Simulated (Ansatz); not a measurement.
Al12W (Im-3, No. 204) was calculated with r²SCAN in Ansatz (PAW).

Settings: plane-wave cutoff 560 eV, 10×10×10 k mesh, Fermi–Dirac smearing 0.05 eV, no spin polarisation, scalar-relativistic PAW data made under PBE.

Energies at three volumes about the minimum:

| V (Å³/atom) | E − E_lowest (meV/atom) |
|---|---|
| 16.155 | 2.05 |
| 16.485 | 0.00 |
| 16.815 | 1.89 |

**Question.** Fit a parabola by hand: where is the minimum, what lattice constant follows, and what is the bulk modulus?

**Answer.** Slopes: (0.00 − 2.05)/(16.485 − 16.155) = -6.212 and (1.89 − 0.00)/(16.815 − 16.485) = 5.727 meV/Å³. Curvature E″ = 2 × (5.727 − (-6.212))/(16.815 − 16.155) = 36.179 meV/Å⁶. From the middle of the first interval, the slope vanishes at V0 = 16.3200 − (-6.212)/36.179 = 16.492 Å³/atom. B = V0 E″ = 16.492 × 36.179 meV/Å³ × 0.1602 GPa per meV/Å³ = 95.6 GPa. With 26 atoms in the cube, a = (26 × 16.492)^(1/3) = 7.541 Å. The full Birch–Murnaghan fit to all volumes gives V0 = 16.485 Å³/atom and B0 = 95.6 GPa.

Measured, for comparison: equilibrium volume per atom 16.75 Å³/atom (temperature not stated, not corrected to a static lattice, from a published cell, temperature and pressure not stated; as tabulated in J. Adam and J. B. Rich, Acta Crystallographica 7, 813 (1954)). Computed less measured: equilibrium volume per atom -1.6 %. A static lattice is as a rule a little smaller and stiffer than an uncorrected measurement, which can account for part of this in the equilibrium volume per atom.

Ansatz is an electronic-structure program.
